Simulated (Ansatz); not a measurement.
The starting structures come from a database of crystals and need not be the phases stable at ambient conditions.

 Where the default PAW files enter, the runs use the earlier of Ansatz's two default sets.

By PBEsol, the system below comes out a metal.

Crystal: Al (P6_3/mmc, hcp (Mg type), not sure to be the ambient phase, 2 atoms a cell, 16.7 Å³ an atom); planes in its conventional cell.

Level of theory: PBEsol (plane waves, PAW; Ansatz, a first-principles code).

Ballistic conductance counts the channels of both spins, as a mean over 0.1 eV about the Fermi level; spin-orbit coupling is left out.

```
plane  area (Å²)  G/A (10¹⁵ S/m²)
-----  ---------  ---------------
(100)       13.7              1.5
(110)       23.7              1.5
(001)        6.9              [?]
(111)       24.7              1.5
```

Task: Fill in the missing entries.

Result: 
- (001), G/A (10¹⁵ S/m²): 1.7
